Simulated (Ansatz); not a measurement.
System: CaS (model structure, F-43m, No. 216, 2 atoms in the cell). Method: LDA (Ansatz, a quantum-chemistry and plane-wave program, PAW).

Settings: plane-wave cutoff 520 eV, 10×10×10 k mesh, Fermi–Dirac smearing 0.01 eV, scalar-relativistic PAW data made under PBE.

Cell (relaxed at this level):

CaS is taken in the cubic space group F-43m (No. 216), the zinc blende structure, Pearson symbol cF8. Lattice parameters: a = b = c = 6.154 Å, α = β = γ = 90.00°. Ca on 4a is coordinated by 4 S at 2.665 Å (tetrahedral). S on 4d sees 4 Ca at 2.665 Å (tetrahedral). (Neighbours: up to the widest gap in distance over summed covalent radii, below 1.35, at either atom; cation-cation and far metal-metal contacts left out.)
(The calculation used a cell of 2 atoms; values per cell refer to that cell.)

Task: What does this level give for the band gap, smallest direct gap on the k points sampled and direct gap at Γ?

Result: 
* **band gap**: 3.57 eV (indirect)
* **smallest direct gap on the k points sampled**: 3.60 eV
* **direct gap at Γ**: 3.78 eV

Note: the relaxation could raise the start's symmetry but not lower it, so the cell can be a saddle point.

Computed values are for the static lattice.

A model structure was made by putting elements into a prototype or built by hand; it is no filed structure, need not be a known phase, and can be a saddle point held by its symmetry.
